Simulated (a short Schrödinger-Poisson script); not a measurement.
Solved with a short Schrödinger-Poisson script written for these runs: one-band effective-mass equation with BenDaniel-Duke matching, electrons, heavy and light holes apart, hard walls at the outer ends, one valence edge for both holes (no strain splitting), no charge, excitons, band mixing or non-parabolicity; under a field the levels are quasi-bound states of a box, listed while three quarters of their weight lies within 4 nm of the wells.

Stack: single CdTe/Cd0.8Zn0.2Te quantum well.

```
layer      material  thickness (nm)
-----  ------------  --------------
1      Cd0.8Zn0.2Te              20
2              CdTe              10
3      Cd0.8Zn0.2Te              20
```

The device is made up for the run: typed textbook-type constants, with dimensions and the other settings drawn at random. CdTe: direct gap (eV) 1.5, conduction-band edge (eV) 0, electron mass (mₑ) 0.096, heavy-hole mass 0.6, light-hole mass 0.12. Cd0.8Zn0.2Te: direct gap (eV) 1.62, conduction-band edge (eV) 0.096, electron mass (mₑ) 0.1, heavy-hole mass 0.6, light-hole mass 0.13.

The valence-band edge of each layer lies one gap below its conduction-band edge. The electron's potential energy rises along the stack by the applied field. Mesh 0.03 nm at interfaces.

Gate and field steps stay those of the base.

One input was changed, with this effect: e1 above the well's band edge 19.2 → 25.7 meV; hh1 − lh1 6.0 → 7.0 meV; e1-hh1 transition at zero applied field 1.523 → 1.531 eV; shift of e1-hh1 at 6.8 kV/cm -0.4 → -0.2 meV.

**Question.** Which change was it?
(A) well width 10 → 8 nm
(B) heavy-hole mass in the well 0.6 → 0.48 mₑ
(C) well width 10 → 12 nm

**Answer.** A, well width 10 → 8 nm

Excitons are left out, and strain enters only through the typed gaps and offsets, so measured lines lie elsewhere.
